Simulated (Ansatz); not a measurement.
For TaN (Fm-3m, No. 225; start mp-251; another space group than a measured phase of this formula), PBE-D3(BJ) (plane waves, PAW; Ansatz, a quantum-chemistry and plane-wave program) gives:

```
Property                   Value
------------------  ------------
lattice constant a       4.385 Å
cohesive energy     8.01 eV/atom
```

What does r²SCAN in Ansatz (plane waves, PAW) give for the same quantities?


- lattice constant a: 4.396 Å (goes up by 0.3 %)
- cohesive energy: 7.33 eV/atom (shrinks by 0.68 eV/atom)

Changes are worked out from the printed values.

Unless a cell is named, each level is at its own relaxed cell (PBE-D3(BJ) 10.54, r²SCAN 10.62 Å³/atom).

Levels without +SOC leave out spin–orbit coupling, which shifts energies and cells of such heavy elements.

Caveats: the relaxation could not lower the start's symmetry, so the cell can be a saddle point above a distorted one (PBE-D3(BJ), r²SCAN). Ansatz's density-functional and Hartree–Fock values are scalar-relativistic unless marked +SOC, with PAW data made under PBE.

A start named mp-… is a Materials Project structure, which can be a computed phase never made.
